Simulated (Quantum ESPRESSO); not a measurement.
Input and output of a self-consistent single point for Ti3O4 (Cmmm, 7 atoms in the cell) (Quantum ESPRESSO).

Method of the run: PBEsol, GBRV 1.5 ultrasoft (PBESOL) pseudopotentials (plane waves; Quantum ESPRESSO).

The change in words: lattice scaled by 0.98. Reference geometry:
```yaml
crystal:
  lattice:
    - [2.98273, 4.15871, 0.00000]
    - [-2.98273, 4.15871, 0.00000]
    - [0.00000, 0.00000, 3.07867]
  atoms:
    - { symbol: Ti, position: [0.00000, 0.00000, 0.50000] }
    - { symbol: Ti, position: [0.50000, 0.00000, 0.00000] }
    - { symbol: Ti, position: [0.00000, 0.50000, 0.00000] }
    - { symbol: O, position: [0.23500, 0.76500, 0.00000] }
    - { symbol: O, position: [0.76500, 0.23500, 0.00000] }
    - { symbol: O, position: [0.74287, 0.74287, 0.50000] }
    - { symbol: O, position: [0.25713, 0.25713, 0.50000] }
```

Reference input (self-consistent single point, DFT, PBEsol, plane waves, GBRV 1.5 ultrasoft (PBESOL) pseudopotentials): ecutwfc = 50 Ry; ecutrho = 400 Ry; occupations = smearing; smearing = fd; degauss = 0.0073499 Ry; potentials = {Ti: ti_pbesol_v1.4.uspp.F.UPF, O: o_pbesol_v1.2.uspp.F.UPF}; K_POINTS = automatic 5 5 8 0 0 0; conv_thr = 1e-09 Ry; mixing_beta = 0.7. This run's input differs from it in these lines:

```diff
@@ -11,5 +11,5 @@
   ibrav = 9,
-  celldm(1) = 11.27309695,
-  celldm(2) = 1.3942622420,
-  celldm(3) = 0.5160825659,
+  celldm(1) = 11.04763372,
+  celldm(2) = 1.3942624863,
+  celldm(3) = 0.5160827046,
   nat = 7,
@@ -30,9 +30,9 @@
 ATOMIC_POSITIONS angstrom
-Ti    0.00000000    0.00000000   -1.53933650
-Ti   -1.49136650   -2.07935600    0.00000000
-Ti   -1.49136650    2.07935600    0.00000000
-O    -4.56358149    0.00000000    0.00000000
-O    -1.40188451    0.00000000    0.00000000
-O    -2.98273300    2.02005277   -1.53933650
-O    -2.98273300   -2.02005277   -1.53933650
+Ti    0.00000000    0.00000000   -1.50855000
+Ti   -1.46153900   -2.03776900    0.00000000
+Ti   -1.46153900    2.03776900    0.00000000
+O    -4.47230934    0.00000000    0.00000000
+O    -1.37384666    0.00000000    0.00000000
+O    -2.92307800    1.97965183   -1.50855000
+O    -2.92307800   -1.97965183   -1.50855000
 K_POINTS automatic
```

Log, with long lists cut:

```
     Self-consistent Calculation

     iteration #  1     ecut=    50.00 Ry     beta= 0.70

---- Real-time Memory Report at c_bands before calling an iterative solver
           253 MiB given to the printing process from OS
           117 MiB allocation reported by mallinfo(arena+hblkhd)
------------------

     Threshold (ethr) on eigenvalues was too large:
     Diagonalizing with lowered threshold

---- Real-time Memory Report at c_bands before calling an iterative solver
           336 MiB given to the printing process from OS
           135 MiB allocation reported by mallinfo(arena+hblkhd)
------------------

   [... lines left out ...]
           347 MiB given to the printing process from OS
           145 MiB allocation reported by mallinfo(arena+hblkhd)
------------------

     negative rho (up, down):  1.479E-03 0.000E+00

     total energy              =    -487.24271279 Ry
     estimated scf accuracy    <          4.6E-09 Ry

     iteration # 13     ecut=    50.00 Ry     beta= 0.70

---- Real-time Memory Report at c_bands before calling an iterative solver
           347 MiB given to the printing process from OS
           145 MiB allocation reported by mallinfo(arena+hblkhd)
------------------

     negative rho (up, down):  1.479E-03 0.000E+00
     End of self-consistent calculation

     the Fermi energy is    14.0887 ev

!    total energy              =    -487.24271279 Ry
     estimated scf accuracy    <          3.8E-10 Ry
     smearing contrib. (-TS)   =      -0.00758954 Ry
     internal energy E=F+TS    =    -487.23512325 Ry

     convergence has been achieved in  13 iterations

     negative rho (up, down):  1.479E-03 0.000E+00

     Forces acting on atoms (cartesian axes, Ry/au):

     atom    1 type  1   force =     0.00000000    0.00000000    0.00000000
     atom    2 type  1   force =     0.00000000    0.00000000    0.00000000
     atom    3 type  1   force =     0.00000000    0.00000000    0.00000000
     atom    4 type  2   force =    -0.00121581    0.00000000    0.00000000
     atom    5 type  2   force =     0.00121581    0.00000000    0.00000000
   [... lines left out ...]
     Total force =     0.003507     Total SCF correction =     0.000037
   [... lines left out ...]

     negative rho (up, down):  1.479E-03 0.000E+00
          total   stress  (Ry/bohr**3)                   (kbar)     P=      -58.12
  -0.00029306   0.00000000   0.00000000          -43.11        0.00        0.00
   0.00000000  -0.00042128   0.00000000            0.00      -61.97        0.00
   0.00000000   0.00000000  -0.00047101            0.00        0.00      -69.29

   JOB DONE.
```

The run converged in 13 iterations. Against the reference run the free energy drops by 46.5 meV/atom, the pressure goes from -17.19 to -5.81 GPa and the largest force goes from 0.574 to 0.056 eV/Å.

The starting cell comes from a database of computed structures (which also holds hypothetical and non-ambient phases and stackings), without a prior relaxation at this level. Its lattice was rescaled by a random factor within 2.5 % of one. For this run, on top of that: lattice scaled by 0.98. Spin polarisation is off, so a magnetic state, if there is one, cannot be reached. With a pressure of about -6 GPa the cell is away from its equilibrium volume at this level.

Cost on one core of a shared machine: roughly 70 s.
